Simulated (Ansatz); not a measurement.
**What pressure −2 GPa does to hypothetical diamond Cr**

Take Cr in the diamond structure (space group Fd-3m, No. 227; a = 5.0080 Å; non-magnetic; a hypothetical phase, not in the database extracts checked) as the base.

Now apply this change: a negative pressure, −2 GPa.

Method: PBEsol (Ansatz, a program for electronic structure; PAW; 420 eV plane waves; without spin-orbit coupling). k-mesh 16×16×16 (Γ-centred); smearing 0.05 eV (Fermi–Dirac).

```json
[
 {"quantity": "density", "base": "5.50 g/cm³", "changed": "5.40 g/cm³", "shift": "-0.10 g/cm³"},
 {"quantity": "enthalpy H = E + PV relative to the base's energy", "base": "–", "changed": "-0.20 eV/atom", "shift": "–"},
 {"quantity": "band gap", "base": "zero", "changed": "zero", "shift": "–"}
]
```

Cost of the whole job for the changed cell (relaxation, final SCF and bands): about 14 core-seconds (a rough figure).

Load acts through the strain it causes; cell and atoms are relaxed under it. Stability against distortions was not tested. Seeded moments were not kept for the base. The final runs are not spin-polarised. Cr has a high density of states at the Fermi level and may be magnetic at this level.
